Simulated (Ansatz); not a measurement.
# Several settings converged on NaGa (Cm, 4 atoms in the cell)

```xyz
4
Lattice="3.0192 -3.3866 0.0000 3.0192 3.3866 0.0000 0.0000 0.0000 4.8831" Properties=species:S:1:pos:R:3 pbc="T T T"
Na     3.0192    -0.9118     1.2708
Na     3.0192     0.9118     3.6623
Ga     3.0192     2.8004     1.2208
Ga     3.0192    -2.8004     3.6623
```

Base method: LDA (PW92), default PAW files made with PBE (plane waves; Ansatz, an electronic-structure program).

Base settings: basis.ecutwfc = 30.9 Ry; kpoints.mp_grid.grid = 7 7 7; hamiltonian.xc = lda; hamiltonian.pseudopotentials = {kind: paw} (the program's default PAW files); scf.occupations.method = gaussian; scf.occupations.width = 0.0073 Ry.

The count of work is k-points × plane waves × bands × iterations; it is no time. Core times come from one kind of shared machine, to one figure; runs under 30 s give none.

**Shifted k-point meshes**

In this ladder: kpoints.mp_grid.shift = 0.5 0.5 0.5.

Only quantities that move along the ladder and can be compared are tabulated.

```tsv
kpoints.mp_grid.grid	free energy less the last step's (meV/atom)	pressure (GPa)	largest difference of a force vector from the last step's (eV/Å)	count of work / last
1 1 1	83.51	-0.96	1.103	0.00098
3 3 2	-34.73	-2.62	0.188	0.0051
4 4 3	-25.13	-2.64	0.263	0.014
5 5 5	0.14	-2.26	0.008	0.038
6 6 6	2.29	-2.21	0.003	0.062
8 8 7	-1.74	-2.26	0.018	0.12
10 10 9	-0.23	-2.30	0.008	0.24
16 16 15	0.00	-2.28	0.000	1.0
```

Coarsest kpoints.mp_grid.grid that holds the free energy within 5 meV/atom of the last step, with all finer ones: 5 5 5, at 0.038 of the last step's count of work; the step before is off by 25 meV/atom.

Coarsest kpoints.mp_grid.grid that holds the pressure within 0.1 GPa of the last step, with all finer ones: 5 5 5, at 0.038 of the last step's count of work; the step before is off by 0.36 GPa.

Two neighbours can agree and both be off: 3 3 2 and 4 4 3 differ by 0.02 GPa in the pressure, yet lie about 0.36 GPa from the last step.

**The k-point mesh at a smearing width of 0.3 eV**

In this ladder: scf.occupations.width = 0.022 Ry.

Only quantities that move along the ladder and can be compared are tabulated.

```csv
kpoints.mp_grid.grid,free energy less the last step's (meV/atom),pressure (GPa),largest difference of a force vector from the last step's (eV/Å),count of work / last,core time / last (rough)
3 3 3,23.14,-1.99,0.047,0.0081,–
4 4 4,-4.78,-2.20,0.036,0.019,–
5 5 4,9.39,-2.16,0.073,0.027,–
7 7 6,1.24,-2.26,0.004,0.071,–
10 10 9,0.34,-2.22,0.010,0.20,0.2
14 14 13,0.01,-2.22,0.001,0.56,0.5
17 17 16,0.00,-2.23,0.000,1.0,1
```

Coarsest kpoints.mp_grid.grid that holds the pressure within 0.2 GPa of the last step, with all finer ones: 4 4 4, at 0.019 of the last step's count of work; the step before is off by 0.24 GPa.

Coarsest kpoints.mp_grid.grid that holds the forces within 0.005 eV/Å of the last step, with all finer ones: 14 14 13; the step before is off by 0.010 eV/Å.

Coarsest kpoints.mp_grid.grid that holds the free energy within 1 meV/atom of the last step, with all finer ones: 10 10 9, at 0.20 of the last step's count of work and about 0.2 of the last step's time; the step before is off by 1.2 meV/atom.

**The width of Methfessel-Paxton smearing**

In this ladder: kpoints.mp_grid.grid = 12 12 12; scf.occupations.method = methfessel_paxton.

Narrow widths need finer meshes than wide ones, so the last steps can hold mesh noise.

Only quantities that move along the ladder and can be compared are tabulated; pressure and forces are left out, as mesh noise rules them at narrow widths.

| scf.occupations.width | free energy less the last step's (meV/atom) | core time / last (rough) |
|---|---|---|
| 0.0735 Ry | 1.65 | 1 |
| 0.0367 Ry | 0.02 | 1 |
| 0.022 Ry | -0.23 | 1 |
| 0.0147 Ry | -0.18 | 1 |
| 0.0073 Ry | 0.00 | 1 |

Widest scf.occupations.width that holds the free energy within 1 meV/atom of the last step, with all finer ones: 0.0367 Ry; the step before is off by 1.6 meV/atom.

On the base run: the starting cell comes from a database of computed structures (which also holds hypothetical and non-ambient phases and stackings), without a prior relaxation at this level. Its lattice was rescaled by up to half a per cent. One atom was moved a little off its site on purpose. Ansatz's pressure includes its estimate of the finite-basis (Pulay) stress.

Left out of this page: 2 runs of the series outside the window shown, repeating another row's setting, or not comparable.

Keys are those of Ansatz 0.2.
